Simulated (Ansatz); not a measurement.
Cubic perovskite CsPbBr3 (cubic high-temperature phase) was calculated with PBE (PAW; Ansatz, a program for electronic structure).

Settings: plane-wave cutoff 520 eV, 4×4×4 k mesh, scalar-relativistic PAW data made under PBE.

Computed at the level's own relaxed cell.

Hill averages of the elastic tensor: K = 18.6 GPa, G = 8.0 GPa. Volume 43.414 Å³/atom, mean atomic mass 115.963 u.

Task: Work out the density, the sound velocities of a polycrystal and the elastic Debye temperature at this level.

Result: ρ = 1.66054 × 115.963/43.414 = 4.435 g/cm³. v_l = √[(K + 4G/3)/ρ] = 2.569 km/s and v_t = √(G/ρ) = 1.343 km/s. The mean follows from 3/v_m³ = 1/v_l³ + 2/v_t³: v_m = 1.502 km/s. Θ_D = (ħ/k_B) v_m (6π²/V)^(1/3) = 76.38 K Å s/km × 1.502 × 1.1090 Å⁻¹ = 127 K, counting all atoms of the cell.

Note: the relaxation could not lower the start's symmetry, so the cell can be a saddle point above a distorted one.
